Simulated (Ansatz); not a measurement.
Seebeck coefficient (μV/K, mean over directions) of n-type GaP (F-43m) against carrier density, PBE with spin-orbit coupling, rigid bands in Ansatz (a first-principles code). Computed gap 1.55 eV; densities at which minority carriers matter at this gap, or further valleys turn the trend, are left out. Conductivity mass 0.35 mₑ (harmonic mean over directions), N_c = 4.0e19 cm⁻³ at 300 K.

| electron density | 300 K | 500 K |
|---|---|---|
| 1e16 cm⁻³ | -928 | -1007 |
| 1e17 cm⁻³ | -729 | -809 |
| 1e18 cm⁻³ | -531 | -611 |
| 3e18 cm⁻³ | -437 | -516 |
| 1e19 cm⁻³ | … | -413 |
| 3e19 cm⁻³ | -245 | -321 |
| 1e20 cm⁻³ | -156 | … |
| 3e20 cm⁻³ | -98 | … |
| 1e21 cm⁻³ | -59 | -95 |

Some entries are withheld; supply them.


- 1e19 cm⁻³, 300 K: -335
- 1e20 cm⁻³, 500 K: -227
- 3e20 cm⁻³, 500 K: -154

Rigid bands with a gap fixed in temperature, one relaxation time for all states, no polarons or phonon drag, and whether or not such doping can be reached. Geometry: cell and atoms relaxed with PBEsol.
